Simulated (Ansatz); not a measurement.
**Sn (space group I4_1/amd, No. 141)**

```yaml
crystal:
  lattice:
    - [-2.94311, 2.94311, 1.59186]
    - [2.94311, -2.94311, 1.59186]
    - [2.94311, 2.94311, -1.59186]
  atoms:
    - { symbol: Sn, position: [0.75000, 0.25000, 0.50000] }
    - { symbol: Sn, position: [0.00000, 0.00000, 0.00000] }
```

The values are results of r2SCAN in Ansatz (plane waves to 500 eV, PAW, no SOC), not measurements. Γ-centred 17×17×17 mesh, Fermi–Dirac width 0.05 eV.

The volume per atom comes out as 27.58 Å³ and the density comes out as 7.15 g/cm³. The band gap is zero. The total energy comes out as -6038.516 eV/atom (σ→0; compares only within this code and set-up).

No phonon test of stability was made.

Ansatz is a program for electronic structure.
